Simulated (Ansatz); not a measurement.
Here is the system:

```yaml
crystal:
  lattice:
    - [5.77022, 0.01904, 0.00000]
    - [0.01904, 5.77022, 0.00000]
    - [0.00000, 0.00000, 5.77022]
  atoms:
    - { symbol: Cs, position: [0.00000, 0.00000, 0.00000] }
    - { symbol: Pb, position: [0.50000, 0.50000, 0.50000] }
    - { symbol: Br, position: [0.50000, 0.00000, 0.50000] }
    - { symbol: Br, position: [0.00000, 0.50000, 0.50000] }
    - { symbol: Br, position: [0.50000, 0.50000, 0.00000] }
```

No spin polarisation.

Calculations: LDA (Ansatz, a program for electronic structure; PAW; 420 eV plane waves; no spin-orbit coupling). Settings: 6×6×6 k-points, 0.05 eV Fermi–Dirac smearing.

**Question.** What is the computed hole mass?

**Answer.** 0.11 mₑ (at R).

**Question.** Predict the band gap.

**Answer.** 1.15 eV.

Spin-orbit coupling, missing from the scalar runs, can matter with Pb. The cells carry an imposed strain or load. Effective masses come from finite differences of ±0.01 Å⁻¹. Stability against distortions was not tested. The cell was made from CsPbBr3 in the cubic perovskite structure (space group Pm-3m, No. 221) by this change: tensor shear ε_xy = +0.33 %. Many cubic perovskites are stable only at high temperature; tilts and polar distortions were not tested. This is not the structure that CsPbBr3 has at room temperature and ambient pressure.
